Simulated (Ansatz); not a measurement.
Band structure of ZnCo2 (P-3m1, 3 atoms in the cell).

```yaml
crystal:
  lattice:
    - [2.58727, 0.00000, 0.00000]
    - [-1.29364, 2.24064, 0.00000]
    - [0.00000, 0.00000, 6.24990]
  atoms:
    - { symbol: Zn, position: [0.00000, 0.00000, 0.00000] }
    - { symbol: Co, position: [0.33333, 0.66667, 0.65327], spin: 3.0 }
    - { symbol: Co, position: [0.66667, 0.33333, 0.34673], spin: 3.0 }
```
(The spins are starting values, not results.)

Method of the run: LDA (PW92), PAW files made with PBE (plane waves; Ansatz, an electronic-structure program).

Settings: kpoints.mp_grid.grid = 10 10 4; hamiltonian.xc = lda; hamiltonian.pseudopotentials = {kind: paw} (an earlier, softer set of the program's PAW files); magnetization.spin_polarized = true; scf.occupations.method = gaussian; scf.occupations.width = 0.1 eV; kpoints.band_path.npoints = 8.

The starting cell comes from a database of computed structures (which also holds hypothetical and non-ambient phases and stackings), without a prior relaxation at this level. Its lattice was rescaled by a random factor within 2.5 % of one. The magnetic order is the one reached from the typed start; others were not searched systematically.

Levels in eV from the Fermi level, bands 22 to 29 of the first spin channel:
```json
[
 {"point": "Γ", "22": "-2.10", "23": "-1.54", "24": "-1.54", "25": "-0.95", "26": "-0.95", "27": "7.48", "28": "9.51", "29": "19.91"},
 {"point": "M", "22": "-0.79", "23": "-0.64", "24": "0.11", "25": "0.16", "26": "1.69", "27": "3.38", "28": "5.87", "29": "6.81"},
 {"point": "K", "22": "-1.25", "23": "-1.25", "24": "2.17", "25": "2.17", "26": "2.38", "27": "5.76", "28": "5.76", "29": "6.15"},
 {"point": "A", "22": "-1.56", "23": "-1.56", "24": "-1.03", "25": "-0.92", "26": "-0.92", "27": "3.53", "28": "15.86", "29": "17.23"},
 {"point": "L", "22": "-1.13", "23": "-0.79", "24": "-0.65", "25": "0.36", "26": "1.31", "27": "3.58", "28": "8.14", "29": "8.49"},
 {"point": "H", "22": "-1.12", "23": "-1.12", "24": "2.08", "25": "2.08", "26": "3.35", "27": "3.95", "28": "5.21", "29": "5.21"}
]
```

Bands cross the Fermi level along this path, so the cell is metallic at this level.

The net moment of the cell came out as 3.02 μB.

Keys are those of Ansatz 0.2.
